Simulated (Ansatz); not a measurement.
Take GaN in the wurtzite structure (space group P6_3mc, No. 186; a = 3.183 Å, c = 5.186 Å) as the base.

Calculations: Ansatz (a first-principles code), PBEsol, PAW, cutoff 420 eV, scalar-relativistic without spin-orbit coupling, earlier PAW set.

Before the change:

The band gap comes out as 1.88 eV and the gap character comes out as direct at Γ. The lattice parameter a is 6.014 bohr and the valence-band top at Γ comes out as 0.00, 0.00, -0.04 eV. The electron mass comes out as 0.16 mₑ along c, 0.17 mₑ across (at Γ).

One thing is altered: cell and atoms relaxed at a pressure of 18 GPa.

Task: Predict the new band gap, gap character, lattice parameter a, valence-band top at Γ and electron mass.

Result: The band gap rises by 0.527 eV (1.88 eV → 2.40 eV); the gap character is still direct at Γ; the lattice parameter a drops by 0.1597 bohr to 5.855 bohr; the valence-band top at Γ (three highest levels, from the VBM) goes from 0.00, 0.00, -0.04 eV to 0.00, 0.00, -0.06 eV; the electron mass becomes 0.19 mₑ along k, 0.21 mₑ across (at Γ) (base: 0.16 mₑ along c, 0.17 mₑ across (at Γ)).

Load acts through the strain it causes; cell and atoms are relaxed under it. Effective masses come from finite differences of ±0.01 Å⁻¹. Along k means along the line from Γ to the band edge. No phonon test of stability was made. Tetrahedral semiconductors of this kind turn to denser phases somewhere between about 1 and 50 GPa; those were not computed, so compressed cells here can lie past the real transition.
